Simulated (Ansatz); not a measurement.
The parent structure is NiO in the rock salt structure (space group Fm-3m, No. 225; a = 4.1906 Å; ferromagnetic). Axes: x, y, z lie along the cube axes.

Computed with r2SCAN, PAW, 500 eV (Ansatz, a quantum-chemistry and plane-wave program; without spin-orbit coupling), earlier PAW set.

For the base:

```
Property                        Result
-----------------------------  -------
Shortest interatomic distance  2.095 Å
Band gap                       0.85 eV
```

Now apply this change: biaxial strain +0.42 %, plane normal [001], relaxed out of plane (Cartesian); in-plane vectors clamped, the third vector and the atoms free.

Question: How does this affect the shortest interatomic distance, out-of-plane strain, energy relative to the base and band gap?

Answer: The shortest interatomic distance decreases by 0.006 Å to 2.089 Å; the out-of-plane strain is -0.28 %; the energy goes up by 0.4 meV/atom; the band gap decreases by 0.019 eV to 0.84 eV.

No phonon test of stability was made. No Hubbard U is applied and the magnetic state is the run's own (NiO ferromagnetic); small cells can't hold the antiferromagnetic order that many such compounds have, so gaps and moments can be off. A gap here joins edges of opposite spin (a spin-flip gap). In its common phase, real NiO is an antiferromagnetic insulator at low temperature.
